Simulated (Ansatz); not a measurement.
CF2 on the 1x1 (0001) surface of hcp Ti, one in a 2x2 cell, energies for each (29.9 Å²). Energies are against CF4(g) − F2(g), without zero-point or thermal terms; each row is named by its start.

The numbers are results of PBE (plane waves to 420 eV, PAW; Ansatz, a first-principles code), not measurements.

Set-up: 19 atoms, 6.8 Å thick at the start under the adsorbate (thin: gaps and levels are the slab's own); mesh 6x6x1; 0.1 eV smearing; dipole correction on; 8 atoms held, the rest relaxed; each run with such symmetry as its start has; no spin, no spin-orbit, no U, no dispersion correction.

A negative adsorption energy means that the adsorbate is more stable on the surface than in its reference. Starts that drift may end in the same place. Heights count from the host atoms within 0.3 Å of the top one.

```
starting site                                         E_ads (eV)  height (Å)  nearest host atom (Å)  bonded to  Δ work function (eV)  lateral drift (Å)
----------------------------------------------------  ----------  ----------  ---------------------  ---------  --------------------  -----------------
top Ti                                                      4.75        1.49                Ti 2.10       3 Ti                  0.31                1.4
hollow Ti-Ti-Ti                                             4.73        1.47                Ti 2.10       3 Ti                  0.25                0.2
hollow Ti-Ti-Ti over Ti at depth 2.2 Å                      4.75        1.51                Ti 2.10       3 Ti                  0.30                0.3
bridge Ti-Ti (span 2.9 Å) (the adsorbate came apart)        1.83        1.22                Ti 2.08       5 Ti                  0.57                2.1
```
